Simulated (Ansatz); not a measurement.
Start from CdS in the wurtzite structure (space group P6_3mc, No. 186; a = 4.197 Å, c = 6.830 Å). Axes: x lies along a and z along c of the hexagonal cell.

Calculations: plane-wave PAW DFT at the PBE level (Ansatz, a first-principles code, 420 eV), without spin-orbit coupling, earlier PAW set.

Before the change:

| Item | Result |
|---|---|
| Electron mass | 0.12 mₑ along c, 0.13 mₑ across (at Γ) |
| Shortest interatomic distance | 2.566 Å |

Perturbation: compressive biaxial strain of 1.49 % in the plane normal to [001], as in epitaxy on a mismatched substrate; the out-of-plane cell vector and the atoms relax.

Task: Predict the new electron mass and shortest interatomic distance.

Result: The electron mass changes from 0.12 mₑ along c, 0.13 mₑ across (at Γ) to 0.12 mₑ out of plane, 0.13 mₑ in plane (at Γ); the shortest interatomic distance falls by 0.016 Å to 2.550 Å.

The levels and masses belong to the bands next to the band gap. Masses are band curvatures over ±0.01 Å⁻¹ around the edge. Stability against distortions was not tested.
